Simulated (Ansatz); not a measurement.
Ansatz (a program for electronic structure) run on LaB₆ (Pm-3m, 7 atoms in the cell): zone-centre phonon calculation.

Method of the run: PBE, PAW files (plane waves; Ansatz).

```
LaB6
1.0
    4.14752     0.00000     0.00000
    0.00000     4.14752     0.00000
    0.00000     0.00000     4.14752
La B
1 6
Direct
  0.00000   0.00000   0.00000
  0.80100   0.50000   0.50000
  0.50000   0.19900   0.50000
  0.50000   0.80100   0.50000
  0.19900   0.50000   0.50000
  0.50000   0.50000   0.80100
  0.50000   0.50000   0.19900
```

Reference input (self-consistent single point, DFT, PBE, plane waves, PAW files): basis.ecutwfc = 420 eV; kpoints.mp_grid.grid = 8 8 8; hamiltonian.xc = pbe; hamiltonian.pseudopotentials = {kind: paw} (the program's default PAW files); scf.occupations.method = fermi_dirac; scf.occupations.width = 0.1 eV. This run's input differs from it in these lines:

```diff
@@ -27,6 +27,6 @@
     width: 0.1
-output:
-  forces: true
-  eigenvalues: true
-  stress: true
+  convergence:
+    dr2_threshold: 1.0e-11 eV
+phonons:
+  method: dfpt
```

The program printed (abridged):

```
SCF iter   1: F=—  HF=-7192.112192 eV  |F-HF|=—  |Δ(HF+E_count)|=         —  Δρ=7.18e-2  dr2=7.37e0  ethr=3.10e-3  ⟨swp⟩=5.4  Hψ=13563  notcnv=0
all-band conjugate gradients solve this SCF's bands
preconditioner: auto → Kerker (q_TF=auto, 2.348 Å⁻¹)
SCF iter   2: F=—  HF=-7190.554713 eV  |F-HF|=—  |Δ(HF+E_count)|=    1.56e0  Δρ=4.09e-2  dr2=2.61e0  ethr=3.10e-3  ⟨swp⟩=3.4  Hψ=6361  notcnv=0  defer=74
   [... lines left out ...]
SCF iter   8: F=—  HF=-7189.739908 eV  |F-HF|=—  |Δ(HF+E_count)|=   8.81e-9  Δρ=5.31e-6  dr2=3.31e-8  ethr=5.93e-9  ⟨swp⟩=2.8  Hψ=4706  notcnv=0
SCF iter   9: F=—  HF=-7189.739908 eV  |F-HF|=—  |Δ(HF+E_count)|=  4.29e-10  Δρ=1.18e-6  dr2=1.76e-9  ethr=1.14e-10  ⟨swp⟩=2.9  Hψ=4617  notcnv=0
SCF iter  10: F=—  HF=-7189.739908 eV  |F-HF|=—  |Δ(HF+E_count)|=  2.76e-10  Δρ=1.36e-7  dr2=1.19e-11  ethr=6.08e-12  ⟨swp⟩=2.3  Hψ=4580  notcnv=0
SCF iter  11: F=-7189.739908 eV  HF=-7189.739908 eV  |F-HF|=0.00e0  |Δ(HF+E_count)|=  1.73e-11  Δρ=1.46e-8  dr2=1.10e-13  ethr=1.00e-12  ⟨swp⟩=6.6  Hψ=14407  notcnv=0
SCF 1 converged in 11 iterations: F = -7189.739908 eV  dr2 = 1.10e-13
DFPT response loops at Γ: preconditioner auto → Kerker (q_TF=auto, 2.348 Å⁻¹) (partly filled bands, converged f_vac=0.000) …
Free energy (F): -7189.739908 eV
Internal energy: -7189.713887 eV  (E = F + TS)
E sigma→0 (E₀):  -7189.726897 eV
Entropy (-TS):   -0.026021 eV (-3.717 meV/atom)
Fermi energy:    12.093758 eV
--- Phonons (Γ-DFPT): 3 representative perturbations + reference, on 125 of 512 k-points (Σ response iterations 15) ---
  k mesh reduced under 4 symmetry operations, with k and −k counted as one. Each operation leaves every solved displacement unchanged or reverses it
  ASR residual: 4.886e-6 → 0.000e0 eV/Å²; symmetrization residual: 1.148e-7 eV/Å²
  ASR residual per site (eV/Å²): 4.89e-6 4.63e-6 4.63e-6 4.63e-6 4.63e-6 4.63e-6 4.63e-6
  Γ frequencies (cm⁻¹): 0.00 0.00 0.00 183.96 183.96 183.96 504.79 504.79 504.79 569.01 569.01 569.01 682.57 682.57 682.57 840.47 840.47 840.47 1124.58 1124.58 1263.93
  non-analytic LO–TO correction: not included (Born effective charges unavailable; polar crystals: no LO–TO splitting at Γ)
```

The run converged in 11 iterations. 

Summary of the result:
| Item | Result |
|---|---|
| Free energy E − TS (on the zero of these files) | -7189.7399 eV |
| Fermi level (on the code's own zero) | 12.09 eV |
| Zone-centre frequencies (cm⁻¹; negative means imaginary) | 0, 0, 0, 184, 184, 184, 505, 505, 505, 569, 569, 569, 683, 683, 683, 840, 840, 840, 1125, 1125, 1264 |

The starting cell has typed, rounded lattice constants, without a prior relaxation at this level. Its lattice was rescaled by up to half a per cent.

Cost on one core of a shared machine: roughly 50 s.

Keys are those of Ansatz 0.2.
